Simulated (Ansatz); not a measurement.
Worked example: zone-centre phonon calculation of CO2 (Cmce, 6 atoms in the cell) in Ansatz (a quantum-chemistry and plane-wave program).

Level of theory: LDA (PW92), default PAW files made with PBE (plane waves; Ansatz).

```xyz
6
Lattice="2.6438 -2.3945 0.0000 2.6438 2.3945 0.0000 0.0000 0.0000 6.6069" Properties=species:S:1:pos:R:3 pbc="T T T"
C      0.0000     0.0000     0.0000
C      2.6438     0.0000     3.3035
O      2.6438    -1.4679     5.8923
O      2.6438     1.4679     0.7146
O      2.6438    -0.9266     2.5889
O      2.6438     0.9266     4.0181
```

Reference input (self-consistent single point, DFT, LDA (PW92), plane waves, default PAW files made with PBE): basis.ecutwfc = 420 eV; kpoints.mp_grid.grid = 7 7 4; hamiltonian.xc = lda; hamiltonian.pseudopotentials = {kind: paw} (the program's default PAW files); scf.occupations.method = fermi_dirac; scf.occupations.width = 0.02 eV. This run's input differs from it in these lines:

Ansatz 0.2 input:
```diff
@@ -15,3 +15,3 @@
 kpoints:
-  mp_grid: { grid: [7, 7, 4] }
+  mp_grid: { grid: [9, 9, 5] }
 hamiltonian:
@@ -20,7 +20,7 @@
 scf:
-  occupations: { method: fermi_dirac, width: 0.02 }
-output:
-  forces: true
-  eigenvalues: true
-  stress: true
+  occupations: { method: fixed }
+phonons:
+  method: dfpt
+  dielectric: true
+  rigid_motions: translations
```

Output (repeated stretches shortened):

```
SCF iter   1: F=—  HF=-2703.982365 eV  |F-HF|=—  |Δ(HF+E_count)|=         —  Δρ=1.13e-2  dr2=8.90e-2  ethr=1.77e-3  ⟨swp⟩=4.1  Hψ=18163  notcnv=0  defer=420
all-band conjugate gradients solve this SCF's bands
preconditioner: auto → none
SCF iter   2: F=—  HF=-2703.963290 eV  |F-HF|=—  |Δ(HF+E_count)|=   1.91e-2  Δρ=6.42e-3  dr2=2.39e-2  ethr=2.78e-4  ⟨swp⟩=2.0  Hψ=9379  notcnv=0  defer=771
   [... lines left out ...]
SCF iter   5: F=—  HF=-2703.956823 eV  |F-HF|=—  |Δ(HF+E_count)|=   2.27e-5  Δρ=5.90e-5  dr2=7.96e-7  ethr=4.92e-7  ⟨swp⟩=2.4  Hψ=6626  notcnv=0  defer=291
SCF iter   6: F=—  HF=-2703.956823 eV  |F-HF|=—  |Δ(HF+E_count)|=   5.08e-7  Δρ=1.39e-5  dr2=1.01e-7  ethr=2.49e-9  ⟨swp⟩=2.1  Hψ=7097  notcnv=0  defer=289
SCF iter   7: F=—  HF=-2703.956823 eV  |F-HF|=—  |Δ(HF+E_count)|=   3.15e-8  Δρ=3.12e-6  dr2=4.56e-9  ethr=3.15e-10  ⟨swp⟩=2.2  Hψ=6638  notcnv=0  defer=289
SCF iter   8: F=-2703.956823 eV  HF=-2703.956823 eV  |F-HF|=9.55e-12  |Δ(HF+E_count)|=   1.67e-9  Δρ=2.17e-7  dr2=1.74e-11  ethr=1.00e-12  ⟨swp⟩=12.0  Hψ=32095  notcnv=0
SCF 1 converged in 8 iterations: F = -2703.956823 eV  dr2 = 1.74e-11
DFPT response loops at Γ: preconditioner auto → none (the input reference at scf.mixing.eps_inf says where Resta's filter doesn't serve); β = 0.50 …
Free energy (F): -2703.956823 eV
Internal energy: -2703.956823 eV  (E = F + TS)
E sigma→0 (E₀):  -2703.956823 eV
Fermi energy:    -1.832776 eV
--- Phonons (Γ-DFPT): 6 representative perturbations + reference, on 203 of 405 k-points (Σ response iterations 22) ---
  k mesh reduced under 1 symmetry operation, with k and −k counted as one. Each operation leaves every solved perturbation unchanged …
  ASR residual: 2.200e-4 → 0.000e0 eV/Å²; symmetrization residual: 1.917e-6 eV/Å²
   [... lines left out ...]
  k-mesh period / interband length: 33.0 Å / 0.81 Å = 40.71 at k = (0.4444, 0.4444, 0.0000), direct gap 7.638 eV — 14 or more, which is no proof of convergence
   [... lines left out ...]
         50.55      1             0.0000
         71.73      1             0.0176
         80.01      1             0.0165
   [... 12 lines left out ...]
  optical modes at Γ + LO–TO along q̂ = [0.0000, 0.0000, 1.0000]:
      ω (cm⁻¹)  modes    IR ((D/Å)²/amu)
         50.55      1             0.0000
         70.20      1             0.0214
         81.15      1             0.0140
   [... 12 lines left out ...]
```

The run converged in 8 iterations. 

Summary of the result:
* **Free energy E − TS (on the zero of these files)**: -2703.9568 eV
* **Top of the valence band (on the code's own zero)**: -1.83 eV
* **Gap on the k-point mesh**: 6.31 eV
* **Zone-centre frequencies (cm⁻¹; negative means imaginary)**: 0, 0, 0, 51, 70, 80, 156, 168, 168, 178, 651, 656, 656, 656, 1306, 1306, 2269, 2307
* **ε∞ at this k-point mesh, which may be far from converged in small-gap cells (xx, yy, zz)**: 1.79, 2.28, 2.10
* **Born charges at this mesh (mean of the diagonal, e)**: C 1.44, C 1.44, O -0.72, O -0.72, O -0.72, O -0.72

The starting cell comes from a database of computed structures (which also holds hypothetical and non-ambient phases and stackings), without a prior relaxation at this level. Its lattice was rescaled by up to half a per cent. The frequencies listed for the zone centre hold no LO-TO term.

Cost on one core of a shared machine: roughly 5 min.
